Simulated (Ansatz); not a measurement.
Consider Si in the diamond structure (space group Fd-3m, No. 227; a = 5.444 Å). Axes: x, y, z lie along the cube axes.

The values are results of r2SCAN/PAW in Ansatz (a quantum-chemistry and plane-wave program), without spin-orbit coupling, not measurements.

Perturbation: tensor shear ε_xy = +1.43 % (engineering shear γ = 0.0286); the atoms relax in the strained cell.

### Question
Predict the stress tensor and what it implies for the stiffness.

### Answer
Stress of the strained cell less that of the base (GPa, compression positive):
```
   0.04   -2.33    0.00
  -2.33    0.04    0.00
   0.00    0.00   -0.02
```

Then −Δσ/γ with γ = 2ε = 0.0286 gives secant stiffness values (nonlinear terms included at this strain): C66 ≈ 81 GPa.

As a check, the harmonic strain energy −½ V₀ Δσ:ε is 4.2 meV/atom; the computed energy rise is 4.2 meV/atom.

No phonon test of stability was made.
